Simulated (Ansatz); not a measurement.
**Lattice constant a of SiGe (model structure, started from the InPb type, R-3m, No. 166, 2 atoms in the cell) at several levels of theory**

No measured value is used here.

```csv
level (code),value (Å)
LDA (Ansatz),[?]
PBE (Ansatz),2.891
PBEsol (Ansatz),2.850
PBE-D3(BJ) (Ansatz),2.844
r²SCAN (Ansatz),[?]
r²SCAN+rVV10 (Ansatz),2.853
```

### Question
Complete the blanks.

### Answer

- LDA (Ansatz, a quantum-chemistry and plane-wave program), value (Å): 2.835
- r²SCAN (Ansatz), value (Å): 2.862

PBE-D3(BJ): a distance lies near a switch of the dispersion term, which can move the cell. Cutoffs differ between the levels. Ansatz's density-functional and Hartree–Fock values are scalar-relativistic unless marked +SOC, with PAW data made under PBE.

A model structure was made by putting elements into a prototype or built by hand; it is no filed structure, need not be a known phase, and can be a saddle point held by its symmetry.
